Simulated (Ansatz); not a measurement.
Consider CoSi2 (space group Fm-3m, No. 225; a = 5.315 Å; not spin-polarised; relaxed with 0.1 eV smearing). Axes: x, y, z lie along the cube axes.

Computed with plane-wave PAW DFT at the r2SCAN level (Ansatz, a program for electronic structure, 500 eV), no spin-orbit coupling.

Before the change:

```
Property            Value
---------------  --------
Volume per atom  12.52 Å³
```

Perturbation: uniaxial stress, 2 GPa tension along x; all other stress components relax to zero.

Question: How does this affect the volume per atom, energy relative to the base and mean lateral Poisson ratio?

Answer: The volume per atom grows by 0.04 Å³ (12.52 Å³ → 12.56 Å³); the energy goes up by 1.1 meV/atom; the mean lateral Poisson ratio is 0.37.

Load acts through the strain it causes; cell and atoms are relaxed under it. Beyond what the load breaks, stability against distortions was not tested. Seeded moments were not kept for the base. The final runs are not spin-polarised. An odd electron count without spin: CoSi2.
